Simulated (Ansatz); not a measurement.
We consider rock-salt PrN, described by LDA (Ansatz, a program for electronic structure, plane waves, PAW).

Numerical settings: plane-wave cutoff 520 eV, 18×18×18 k mesh, Fermi–Dirac smearing 0.05 eV, spin-polarised with parallel moments, scalar-relativistic PAW data made under PBE.

Results at a series of volumes:

```
V (Å³/atom)  E − E_lowest (meV/atom)
-----------  -----------------------
14.089                         29.56
14.388                         12.70
14.688                          3.07
14.988                          0.00
15.288                          2.85
15.587                         11.03
15.887                         23.99
```

Fit the third-order Birch–Murnaghan equation and give B0 and B′.

V0 = 14.988 Å³/atom, B0 = 158 GPa, B′ = 4.2 (fit to the energies at full precision).

Note: the magnetic order was assumed, not searched for or taken from measurement; the 4f shell is treated without U or exact exchange, so its levels and filling can be wrong; the volume lies 12 % below that of the published cell.

Spin–orbit coupling is not included; it can open a gap where bands touch, and shift volumes and moduli.

Static lattice: no zero-point or thermal effects.
